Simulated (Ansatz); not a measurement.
**Fermi-surface data of NiAl (Pm-3m)**

Consider the following.

```
AlNi
1.0
    2.86165     0.00000     0.00000
    0.00000     2.86165     0.00000
    0.00000     0.00000     2.86165
Al Ni
1 1
Direct
  0.50000   0.50000   0.50000
  0.00000   0.00000   0.00000
```

All values below come from r2SCAN, rigid bands (plane waves, PAW, scalar-relativistic; Ansatz, a quantum-chemistry and plane-wave program). Condition of this run: functional r2SCAN on the same cell. Geometry: cell and atoms relaxed with PBEsol.

The density of states at the Fermi level is 0.789 states/(eV·cell), both spins and the bare Sommerfeld coefficient comes out as 0.93 mJ/(mol of atoms·K²). The drude plasma energy is 7.3 eV. The root-mean-square Fermi velocity is 7.8e5 m/s. The resistivity times τ is 9.2 ×10⁻²² Ω·m·s.

A metal at this level (no band gap); rigid bands, thermally averaged at 300 K, both spins. Spin-orbit coupling is left out. τ is one relaxation time for all states.

Treated as nonmagnetic (a ferromagnetic start lost its moment, other orders weren't tried): NiAl (Pm-3m).
